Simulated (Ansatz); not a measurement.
The starting structures come from a database of crystals and need not be the phases stable at ambient conditions.

 Where the default PAW files enter, the runs use the earlier of Ansatz's two default sets.

Tunnelling through a barrier is set by its complex band structure: the current falls as exp(−2κd) with the smallest κ.

Given:

```
Zn2O7P2
1.0
    4.55849     0.00000     0.00000
   -1.69330     6.43342     0.00000
   -0.84665     3.21671     4.19431
Zn P O
2 2 7
Direct
  0.50000   0.30934   0.38132
  0.50000   0.69066   0.61868
  0.90708   0.21455   0.00000
  0.09292   0.78545   0.00000
  0.72292   0.06980   0.30414
  0.27708   0.93020   0.69586
  0.27708   0.62606   0.30414
  0.72292   0.37394   0.69586
  0.78722   0.61989   0.00000
  0.21278   0.38011   0.00000
  0.00000   0.00000   0.00000
```

Space group of this cell: C2/m. The cell is taken as given; by r2SCAN its mean pressure is -6.5 GPa.

Transport runs along the normal of the first two printed cell vectors.

The gap is the functional's own. No spin-orbit coupling. Mid-gap values are interpolated on the energy grid.

### Question
Estimate the band gap and the smallest decay constant κ at mid-gap that Ansatz (a program for electronic structure) with r2SCAN returns for this system.

### Answer
Gap 4.27 eV on a 8×8×8 mesh; κ = 0.374 1/Å, at the zone centre.
